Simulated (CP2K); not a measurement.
CP2K run on In2Ni3S2 (R-3m, 7 atoms in the cell): self-consistent single point

Method of the run: LDA (Pade form), GPW, DZVP-MOLOPT-SR-GTH basis, GTH-PADE potentials (GTH_POTENTIALS) in CP2K.

Input as run:

```
&GLOBAL
  PROJECT calc
  RUN_TYPE ENERGY_FORCE
  PRINT_LEVEL LOW
&END GLOBAL
&FORCE_EVAL
  METHOD Quickstep
  STRESS_TENSOR ANALYTICAL
  &DFT
    BASIS_SET_FILE_NAME BASIS_MOLOPT
    POTENTIAL_FILE_NAME GTH_POTENTIALS
    &QS
      METHOD GPW
      EPS_DEFAULT 1E-11
    &END QS
    &MGRID
      CUTOFF 600
      REL_CUTOFF 50
      NGRIDS 5
    &END MGRID
    &SCF
      SCF_GUESS ATOMIC
      EPS_SCF 1E-6
      MAX_SCF 100
      ADDED_MOS 15
      &DIAGONALIZATION
        ALGORITHM STANDARD
      &END DIAGONALIZATION
      &MIXING
        METHOD BROYDEN_MIXING
        ALPHA 0.2
        NBUFFER 12
        BETA 1
      &END MIXING
      &SMEAR ON
        METHOD FERMI_DIRAC
        ELECTRONIC_TEMPERATURE [K] 1578.21
      &END SMEAR
    &END SCF
    &KPOINTS
      SCHEME MONKHORST-PACK 5 5 5
    &END KPOINTS
    &XC
      &XC_FUNCTIONAL PADE
      &END XC_FUNCTIONAL
    &END XC
    &PRINT
      &MO
        EIGENVALUES T
        OCCUPATION_NUMBERS T
        NDIGITS 8
        FILENAME mo
        &EACH
          QS_SCF 0
        &END EACH
        ADD_LAST NUMERIC
      &END MO
      &MULLIKEN OFF
      &END MULLIKEN
    &END PRINT
  &END DFT
  &SUBSYS
    &CELL
      ABC 5.55565200 5.55565183 5.55565186
      ALPHA_BETA_GAMMA 58.97831825 58.97831956 58.97831934
      PERIODIC XYZ
    &END CELL
    &COORD
      In       5.64100000     3.19011550     2.23862250
      In       0.00000000     0.00000000     0.00000000
      Ni       2.77782600     0.00000000     0.00000000
      Ni       1.43158700     2.38052000     0.00000000
      Ni       1.43158700     0.80959550     2.23862250
      S        8.15777728     4.61341105     3.23740184
      S        3.12422272     1.76681995     1.23984316
    &END COORD
    &KIND In
      BASIS_SET DZVP-MOLOPT-SR-GTH-q13
      POTENTIAL GTH-PADE-q13
    &END KIND
    &KIND Ni
      BASIS_SET DZVP-MOLOPT-SR-GTH-q18
      POTENTIAL GTH-PADE-q18
    &END KIND
    &KIND S
      BASIS_SET DZVP-MOLOPT-SR-GTH-q6
      POTENTIAL GTH-PADE-q6
    &END KIND
  &END SUBSYS
  &PRINT
    &FORCES ON
    &END FORCES
    &STRESS_TENSOR ON
    &END STRESS_TENSOR
  &END PRINT
&END FORCE_EVAL
```

Output (repeated stretches shortened):

```
 GLOBAL| Method name                                                        CP2K
 GLOBAL| Project name                                                       calc
 GLOBAL| Run type                                                   ENERGY_FORCE

 TOTAL NUMBERS AND MAXIMUM NUMBERS

  Total number of            - Atomic kinds:                                   3
                             - Atoms:                                          7
                             - Shell sets:                                     7
                             - Shells:                                        48
                             - Primitive Cartesian functions:                 38
                             - Cartesian basis functions:                    181
                             - Spherical basis functions:                    154

  Maximum angular momentum of- Orbital basis functions:                        3
                             - Local part of the GTH pseudopotential:          2
                             - Non-local part of the GTH pseudopotential:      4

 SCF PARAMETERS         Density guess:                                    ATOMIC
                        max_scf:                                             100
                        max_diis:                                              4
                        eps_scf:                                        1.00E-06
                        eps_diis:                                       1.00E-01
                        eps_eigval:                                     1.00E-05
                        level_shift [a.u.]:                             0.000000
                        added MOs                                        15    0
                        Mixing method:                            BROYDEN_MIXING
                                                charge density mixing in g-space
                        Smear method:                                FERMI_DIRAC
                        Electronic temperature [K]:                       1578.2
                        Electronic temperature [a.u.]:                  5.00E-03
                        Accuracy threshold:                             1.00E-10
                        No outer SCF

 Extrapolation method: initial_guess

 Number of electrons:                                                         92
 Number of occupied orbitals:                                                 46
 Number of molecular orbitals:                                                61

 Number of orbital functions:                                                154
 Number of independent orbital functions:                                    154

 SCF WAVEFUNCTION OPTIMIZATION

  Step     Update method      Time    Convergence         Total energy    Change
     1 NoMix/Diag. 0.20E+00      -     1.63578399      -642.0385004488 -6.42E+02
     2 Broy./Diag. 0.20E+00      -     0.18612259      -626.8780820868  1.52E+01
     3 Broy./Diag. 0.20E+00      -     0.06152361      -641.3634306372 -1.45E+01
     4 Broy./Diag. 0.20E+00      -     0.15263849      -641.3867641064 -2.33E-02
     5 Broy./Diag. 0.20E+00      -     0.04179184      -639.8345791021  1.55E+00
     6 Broy./Diag. 0.20E+00      -     0.01581063      -641.3729480928 -1.54E+00
     7 Broy./Diag. 0.20E+00      -     0.01666646      -640.5987618741  7.74E-01
   [... 5 lines left out ...]
    13 Broy./Diag. 0.20E+00      -     0.00005112      -641.0228542285 -6.23E-04
    14 Broy./Diag. 0.20E+00      -     0.00001435      -641.0256429047 -2.79E-03
    15 Broy./Diag. 0.20E+00      -     0.00001084      -641.0260303064 -3.87E-04
    16 Broy./Diag. 0.20E+00      -     0.00000355      -641.0257997759  2.31E-04
    17 Broy./Diag. 0.20E+00      -     0.00000026      -641.0258107813 -1.10E-05

  *** SCF run converged in    17 steps ***

  Electronic density on regular grids:        -91.9999999923        0.0000000077
  Core density on regular grids:               91.9999999995       -0.0000000005
  Total charge density on r-space grids:        0.0000000072
  Total charge density g-space grids:           0.0000000072

  Overlap energy of the core charge distribution:               0.00000000000666
  Self energy of the core charge distribution:              -1011.67860471962365
  Core Hamiltonian energy:                                    286.07814772892317
  Hartree energy:                                             153.76834351526995
  Exchange-correlation energy:                                -69.18563146957587
  Electronic entropic energy:                                  -0.00806583428215
  Fermi energy:                                                 0.30091570110279

  Total energy:                                              -641.02581078130845
  Total energy (extrapolated to T->0):                       -641.02177786416735

 ENERGY| Total FORCE_EVAL ( QS ) energy [hartree]           -641.025803024387187

 FORCES| Atomic forces [hartree/bohr]
 FORCES|   Atom     x               y               z               |f|
 FORCES|      1  4.38089570E-09  9.23620933E-10  3.28014330E-09   5.55019484E-09
 FORCES|      2 -1.33483943E-08 -3.62222790E-09 -4.98945122E-09   1.47035638E-08
 FORCES|      3  2.32667488E-10  1.85230009E-10  1.26622222E-09   1.30067791E-09
 FORCES|      4  1.59147895E-09  1.81281203E-10  5.57007829E-10   1.69585549E-09
 FORCES|      5  2.26267463E-10  4.29395507E-10 -1.47645831E-10   5.07323130E-10
 FORCES|      6  1.20771705E-02  6.82991628E-03  4.79280053E-03   1.46791260E-02
 FORCES|      7 -1.20771636E-02 -6.82991438E-03 -4.79280049E-03   1.46791194E-02
 FORCES| Sum     9.21826851E-13 -1.06562068E-12  4.54835909E-12
 FORCES| Total atomic force                                       4.76160504E-12

 STRESS| Analytical stress tensor [bar]
 STRESS|                        x                   y                   z
 STRESS|      x       -1.02295664960E+05  -1.65098200945E+02  -1.15855871757E+02
 STRESS|      y       -1.65098200945E+02  -1.02097068332E+05  -6.55335650820E+01
 STRESS|      z       -1.15855871757E+02  -6.55335650820E+01  -1.02049680244E+05
 STRESS| 1/3 Trace                                            -1.02147471179E+05
```

The run converged in 17 iterations.

The starting cell comes from a database of computed structures (which also holds hypothetical and non-ambient phases and stackings), without a prior relaxation at this level. Its lattice was rescaled by a random factor within 2.5 % of one. Spin polarisation is off, so a magnetic state, if there is one, cannot be reached. Values carry the incompleteness of an atom-centred basis. With a pressure of about -10 GPa the cell is away from its equilibrium volume at this level.

Cost on one core of a shared machine: roughly 4 min.
